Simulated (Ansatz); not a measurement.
**Bulk modulus of Ag (model structure, I4₁/amd, No. 141) at several levels of theory**

No measured value is used here.

| level (code) | value (GPa) | cell (Å³/atom) |
|---|---|---|
| LDA (Ansatz) | 114 | 17.63 |
| PBE (Ansatz) | 73.9 | 19.75 |
| PBEsol (Ansatz) | [?] | 18.39 |
| r²SCAN (Ansatz) | 85.7 | 19.06 |

### Question
Fill in the missing entries.

### Answer

- PBEsol (Ansatz, a quantum-chemistry and plane-wave program), value (GPa): 96.9

LDA, PBE, PBEsol, r²SCAN: the bulk modulus is −V dP/dV from two relaxed cells at ±2 % in volume. Each level is taken at its own relaxed cell. Cutoffs differ between the levels. Ansatz's density-functional and Hartree–Fock values are scalar-relativistic unless marked +SOC, with PAW data made under PBE.

A model structure was made by putting elements into a prototype or built by hand; it is no filed structure, need not be a known phase, and can be a saddle point held by its symmetry.
